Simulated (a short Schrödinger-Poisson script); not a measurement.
Structure: MOS inversion layer, SiO2 on p-type Si(100), at 400 K.

From the gate side: 3.5 nm SiO2; 300 nm Si, acceptors 2e18 cm⁻³.

The device is made up for the run: typed textbook-type constants, with dimensions and the other settings drawn at random. SiO2: permittivity 3.9, conduction-band edge (eV) 3.15, gap (eV) 9, electron mass (mₑ) 0.5. Si: permittivity 11.7, conduction-band edge (eV) 0, gap (eV) 1.124, Nv at 300 K (cm⁻³) 3.1e19.

Channel valleys (confinement mass, in-plane density-of-states mass, number): Δ2 0.916, 0.19, 2; Δ4 0.19, 0.417, 4. At the gate the conduction-band edge of layer 1 lies 3.26 eV − eVg above the Fermi level of the channel; the field vanishes at the back. Gaps are held at their typed values at every temperature. Mesh 0.03 nm at interfaces.

From a short Schrödinger-Poisson script (our own, NumPy): 1D Poisson equation in equilibrium, electrons quantum, Hartree (BenDaniel-Duke, 12 states a valley, the channel's in-plane mass for all, wave functions ending at the dielectric), parabolic valleys, classical holes, full ionisation, no traps, pinning or gate leakage.

```csv
Vg (V),electrons (cm⁻²),C (μF/cm²),Δ2 E0 (meV from the Fermi level),Δ4 E0 (meV from the Fermi level)
0.75,3.70e9,0.312,262.6,353.9
0.9,5.34e10,0.385,169.4,264.7
1.05,3.49e11,0.616,103.3,202.3
1.2,9.13e11,0.745,68.2,170.6
1.35,1.60e12,0.799,46.9,152.5
1.5,2.33e12,0.827,31.6,140.3
1.65,3.10e12,0.844,19.5,131.2
1.8,3.88e12,0.855,9.4,124.0
1.95,4.67e12,0.863,0.6,118.1
2.1,5.47e12,0.869,-7.3,113.0
2.25,6.28e12,0.874,-14.5,108.5
2.4,7.10e12,0.878,-21.2,104.5
2.55,7.91e12,0.882,-27.5,100.8
2.7,8.74e12,0.884,-33.5,97.5
2.85,9.56e12,0.887,-39.2,94.3
3,1.04e13,0.889,-44.6,91.4
3.15,1.12e13,0.891,-49.9,88.7
```

Gate voltages with under 1e9 electrons/cm² are left out.

Problem. At Vg = 3.15 V the lowest Δ2 subband lies at -49.9 meV from the Fermi level. How many electrons does it hold, and what share of all?

Solution. The two-dimensional density of states is g m/(πħ²) = 1.59e11 cm⁻² meV⁻¹ (both spins), kT = 34.5 meV, so n = D kT ln(1 + exp(−E/kT)) = 9.08e12 cm⁻², 0.81 of the 1.12e13 cm⁻² in all.

Problem. Compare the slope of the sheet density between 2.85 and 3.15 V with the geometric capacitance of the layers between gate and channel.

Solution. q Δn/ΔV = 0.876 μF/cm²; ε0/Σ(t/ε) = 0.987 μF/cm². The ratio is 0.89: the channel acts as a further capacitance in series.
